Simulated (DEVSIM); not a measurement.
System: abrupt Si n-p junction, at 300 K.

| layer (left to right) | material | thickness (μm) | Nd (cm⁻³) | Na (cm⁻³) | τn (s) | τp (s) |
|---|---|---|---|---|---|---|
| 1 | Si | 49.0 | 7.6e18 | - | 0.00071 | 0.00071 |
| 2 | Si | 170 | - | 3.1e16 | 0.00071 | 0.00071 |

Left contact: ohmic. Right contact: ohmic. Voltage is applied to the left contact. Recombination: SRH at mid-gap, radiative. Mobility is μmin + (μ − μmin)/(1 + (N/Nref)^α).

The device is made up for the run: typed textbook-type constants, with dimensions and the other settings drawn at random. Values at 300 K.

| parameter | Si |
|---|---|
| gap (eV) | 1.124 |
| affinity (eV) | 4.05 |
| permittivity | 11.7 |
| Nc (cm⁻³) | 2.86e19 |
| Nv (cm⁻³) | 3.1e19 |
| μn (cm²/Vs) | 1417 |
| μp (cm²/Vs) | 470 |
| μn,min | 52 |
| μp,min | 45 |
| Nref,n | 9.7e16 |
| Nref,p | 2.2e17 |
| αn | 0.68 |
| αp | 0.72 |
| B (cm³/s) | 4.7e-15 |

DEVSIM, 1D drift-diffusion, Boltzmann statistics, complete ionisation; no tunnelling, impact ionisation, image-force lowering or self-heating.

Task: Tabulate band edges, carrier densities and field at -0.9 V on the left contact.

Result: Energies count from the Fermi level of the right contact; mesh points crowd at the junctions.

```csv
x (μm),Ec (eV),Ev (eV),n (cm⁻³),p (cm⁻³),field (V/cm)
0.000,0.934,-0.190,7.6e18,< 1e2,≈ 0
0.06457,0.934,-0.190,7.6e18,1.9e13,≈ 0
0.3163,0.934,-0.190,7.6e18,9.5e13,≈ 0
1.231,0.934,-0.190,7.6e18,3.7e14,≈ 0
7.224,0.934,-0.190,7.6e18,2.2e15,≈ 0
26.42,0.932,-0.192,7.6e18,7.8e15,≈ 0
42.90,0.930,-0.194,7.6e18,1.3e16,≈ 0
47.96,0.930,-0.194,7.6e18,1.4e16,≈ 0
48.75,0.930,-0.194,7.6e18,1.4e16,≈ 0
48.95,0.930,-0.194,7.6e18,1.5e16,≈ 0
49.00,0.991,-0.133,7.2e17,1.5e17,43000
49.14,1.012,-0.112,3.2e17,3.5e17,≈ 0
49.58,1.012,-0.112,3.2e17,3.5e17,≈ 0
51.30,1.011,-0.113,3.1e17,3.4e17,≈ 0
62.39,1.010,-0.114,2.9e17,3.3e17,≈ 0
98.48,1.004,-0.120,2.3e17,2.6e17,≈ 0
178.2,0.982,-0.142,8.8e16,1.2e17,≈ 0
208.0,0.963,-0.161,2.9e16,6.0e16,-10
217.1,0.950,-0.174,5.9e15,3.7e16,-21
218.5,0.947,-0.177,1.6e15,3.3e16,-27
218.9,0.946,-0.178,3.7e14,3.1e16,-29
219.0,0.945,-0.179,3700,3.1e16,-29
```
